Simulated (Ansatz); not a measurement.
**Ansatz (a first-principles code) run on VN (P-6m2, 2 atoms in the cell): self-consistent single point**

Method: LDA (PW92), default PAW files made with PBE (plane waves; Ansatz).

Input as run:

Ansatz 0.2 input:
```yaml
crystal:
  lattice:
    - [2.725698, 0.000000, 0.000000]
    - [-1.362849, 2.360524, 0.000000]
    - [0.000000, 0.000000, 2.633426]
  atoms:
    - { symbol: V, position: [0.666667, 0.333333, 0.000000] }
    - { symbol: N, position: [0.333333, 0.666667, 0.500000] }
basis:
  ecutwfc: 420.0 eV
kpoints:
  mp_grid:
    grid: [14, 14, 12]
hamiltonian:
  xc: lda
  pseudopotentials:
    kind: paw
scf:
  occupations:
    method: gaussian
    width: 0.1 eV
output:
  forces: true
  eigenvalues: true
  stress: true
```

Output (repeated stretches shortened):

```
WARN the atoms were moved onto the symmetric positions of the space group found under crystal.symmetry.tolerance 1.0e-5 (fractional …
WARN ansatz: RAYON_NUM_THREADS=1 ignored (pool sized by the plan → 1); use --threads N
Pseudopotentials: kind: paw
Pseudopotential: V, paw, valence charge 13
Pseudopotential: N, paw, valence charge 5
Crystal: 2 atoms, lattice volume = 16.944 Å³
Basis set: ecut = 420 eV, 327 PW (Γ)
Bands: 13, of which v1, the nominal top of the filled ones, is band 9 counted from 1 (8 counted from 0)
Symmetry: 12 space group operations
Space group: P-6m2 (ITA 187), of the structure as read, at distance tolerance 2.6e-5 Å
k-points: 168 of 2352 (time reversal used)
PAW frozen core: V, regenerated for the run's functional, and the local potential with it
PAW frozen core: N, regenerated for the run's functional, and the local potential with it
Initial density: superposition of atomic densities (neutral atoms: chi_scale 0, normalization atom), corrected by the library's trained network
Initial wavefunctions: pseudopotential atomic-orbital guess
Eigensolver: davidson
Functional: x = slater, c = lda
SCF iter   1: F=—  HF=-3237.196118 eV  |F-HF|=—  |Δ(HF+E_count)|=         —  Δρ=1.88e-2  dr2=5.43e-2  ethr=1.77e-3  ⟨swp⟩=4.2  Hψ=10242  notcnv=0
all-band conjugate gradients solve this SCF's bands
preconditioner: auto → none
SCF iter   2: F=—  HF=-3237.189311 eV  |F-HF|=—  |Δ(HF+E_count)|=   6.81e-3  Δρ=1.20e-2  dr2=2.61e-2  ethr=3.02e-4  ⟨swp⟩=2.0  Hψ=4190  notcnv=0
SCF iter   3: F=—  HF=-3237.184703 eV  |F-HF|=—  |Δ(HF+E_count)|=   4.61e-3  Δρ=2.01e-3  dr2=8.34e-4  ethr=1.45e-4  ⟨swp⟩=1.1  Hψ=2260  notcnv=0
SCF iter   4: F=—  HF=-3237.184558 eV  |F-HF|=—  |Δ(HF+E_count)|=   1.45e-4  Δρ=3.66e-4  dr2=1.35e-5  ethr=4.63e-6  ⟨swp⟩=2.1  Hψ=2672  notcnv=0
SCF iter   5: F=—  HF=-3237.184557 eV  |F-HF|=—  |Δ(HF+E_count)|=   7.80e-7  Δρ=4.72e-5  dr2=2.03e-7  ethr=7.51e-8  ⟨swp⟩=2.8  Hψ=3525  notcnv=0
SCF iter   6: F=-3237.184557 eV  HF=-3237.184557 eV  |F-HF|=4.60e-9  |Δ(HF+E_count)|=   1.20e-7  Δρ=8.11e-6  dr2=5.98e-9  ethr=5.56e-10  ⟨swp⟩=5.1  Hψ=8946  notcnv=0
SCF 1 converged in 6 iterations: F = -3237.184557 eV  dr2 = 5.98e-9
SCF converged after 6 iterations
Free energy (F): -3237.184557 eV
Harris-Foulkes:  -3237.184557 eV  (|F-HF|=4.60e-9)
Internal energy: -3237.183186 eV  (E = F + TS)
E sigma→0 (E₀):  -3237.183871 eV
Entropy (-TS):   -0.001372 eV (-0.686 meV/atom)
Fermi energy:    17.696670 eV
--- Per-component energies (eV) ---
  E_band       = -98.543933
  E_kinetic    = 469.811998
  E_local      = -945.531435  (includes V_loc(G=0)·N_el)
  E_nonlocal   = 3.146487
  E_hartree    = 417.102864
  E_xc         = -190.665102
  E_vxc        = -243.331485  (∫ρ·V_xc dr)
  E_paw        = -1178.482696  (= ΣΔE_a)
  E_vpaw       = -216.845160  (= ΣTr[D̂ρ^β])
  E_aug_tail   = 0.000341  (compensation charges beyond the density's cutoff)
  E_ewald      = -1812.991837
  E_core_change = 0.426194  (= ΣΔE_core)
  E_smearing   = -0.001372  (= −TS)
  E_closure    = -0.000000  (closes the sum)
  Σ components = -3237.184557   (vs F -3237.184557, Δ=0.00e0)
--- Forces (eV/Å), atoms counted from 1 ---
  atom   1  V     -0.00000000     0.00000000     0.00000000
  atom   2  N      0.00000000     0.00000000     0.00000000
  max |Σ_I F_I| component: 2.59e-16 eV/Å
--- Stress (GPa, compression-positive) ---
      -12.833784      -0.000000       0.000000
       -0.000000     -12.833784       0.000000
        0.000000       0.000000     -14.914309
  P = ⅓ Tr σ = -13.5273 GPa (-135.273 kbar)
  The stress holds the Pulay correction. Without it, at fixed plane waves, as pw.x and ABINIT print it: P = -14.3004 GPa
--- Band table (eV; the first three rows and the last of 168) ---
  k-point 0: bands = ["-46.2643", "-20.2242", "-20.0580", "-20.0580", "0.6297", "14.1621", "14.1621", "14.8332", "16.1244", "19.5388", "19.5388", "21.1998", "21.1998"]
  k-point 1: bands = ["-46.2586", "-20.2722", "-20.0539", "-20.0539", "0.7570", "14.2231", "14.2231", "14.2959", "16.5131", "19.2456", "19.2456", "21.3316", "21.3316"]
  k-point 2: bands = ["-46.2430", "-20.4018", "-20.0426", "-20.0426", "1.1204", "13.2223", "14.3929", "14.3929", "17.2399", "18.6569", "18.6569", "21.4629", "21.4629"]
  k-point 167: bands = ["-46.0612", "-20.7080", "-20.4759", "-20.3667", "3.4785", "10.4095", "11.5112", "14.1982", "17.4589", "20.3758", "20.7832", "21.9103", "23.4925"]
```

The run converged in 6 iterations.

The starting cell comes from a database of computed structures (which also holds hypothetical and non-ambient phases and stackings), without a prior relaxation at this level. Its lattice was rescaled by up to half a per cent. Spin polarisation is off, so a magnetic state, if there is one, cannot be reached. With a pressure of about -14 GPa the cell is away from its equilibrium volume at this level. Ansatz's pressure includes its estimate of the finite-basis (Pulay) stress. Without the estimate this run gives -14.30 GPa.
